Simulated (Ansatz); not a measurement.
The starting structures come from a database of crystals and need not be the phases stable at ambient conditions.

By PBEsol, the system below comes out a metal.

The ballistic (Sharvin) conductance counts the channels at the Fermi level: G/A = (e²/h) × channels of both spins per area.

Data:

```xyz
7
Lattice="4.6720 0.0000 0.0000 1.9228 9.7656 0.0000 -0.0958 -0.1974 2.7725" Properties=species:S:1:pos:R:3 pbc="T T T"
Nb     4.4169     4.0592     1.7952
Nb     2.0821     5.5090     0.9773
Nb     2.0939     2.6115     2.6040
Nb     4.4051     6.9567     0.1685
Nb     4.5635     1.3556     0.6188
Nb     1.9355     8.2126     2.1536
Nb     2.2881    -0.0987     1.3862
```

The cell is taken as given; by PBEsol it stands under a pressure of -5.1 GPa.

The current flows along the normal of the first two printed cell vectors. No spin-orbit coupling; the value is a mean over 0.1 eV about the Fermi level.

Task: Give the ballistic conductance per area that PBEsol in Ansatz (an electronic-structure program) yields.

Result: 1.7 × 10¹⁵ S/m² for both spins.
